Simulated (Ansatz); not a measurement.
CdO in the rock salt structure (space group Fm-3m, No. 225)

CdO has the cubic space group Fm-3m (No. 225), the rock salt structure, Pearson symbol cF8. Conventional cell: a = 4.7677 Å, b = 4.7677 Å, c = 4.7677 Å, α = 90.00°, β = 90.00°, γ = 90.00°. O on 4a has 6 Cd at 2.384 Å (octahedral). Cd on 4b has 6 O at 2.384 Å (octahedral). (Neighbours: up to the widest gap in distance over summed covalent radii, below 1.35, at either atom; cation-cation and far metal-metal contacts left out.)
(The calculation used a cell of 2 atoms; values per cell refer to that cell.)

The values are results of PBE in Ansatz (plane waves to 420 eV, PAW, without spin-orbit coupling), not measurements. Settings: 12×12×12 k-points, 0.05 eV Fermi–Dirac smearing.

```json
{
  "volume_per_atom": "13.55 Å³",
  "density": "7.87 g/cm³",
  "band_gap": "zero",
  "total_energy": "-4410.720 eV/atom (σ→0; compares only within this code and set-up)"
}
```

Stability against distortions was not tested. The final runs are not spin-polarised. The zero or small gap of CdO can change with the level of theory.

Ansatz is an electronic-structure program.
